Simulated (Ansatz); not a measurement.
## Pressure series in CsPbCl3

Base system: CsPbCl3 in the cubic perovskite structure (space group Pm-3m, No. 221; a = 5.5209 Å).

Cell and atoms are relaxed at each pressure.

Calculations: Kohn–Sham DFT with the LDA functional, run in Ansatz (a quantum-chemistry and plane-wave program) with PAW and 420 eV plane waves, scalar-relativistic without spin-orbit coupling.

Candidates:
(a) pressure 7.5 GPa
(b) pressure 5 GPa
(c) pressure −1 GPa

Before the change:

Band gap: 1.53 eV

Order them by band gap, lowest first.

(a) pressure 7.5 GPa (0.49 eV), (b) pressure 5 GPa (0.80 eV), (c) pressure −1 GPa (1.70 eV)

With Pb present, leaving out spin-orbit coupling can change the band edges. Load acts through the strain it causes; cell and atoms are relaxed under it. Stability against distortions was not tested. Competing high-pressure phases were not computed. Many cubic perovskites are stable only at high temperature; tilts and polar distortions were not tested. This is not the structure that CsPbCl3 has at room temperature and ambient pressure.
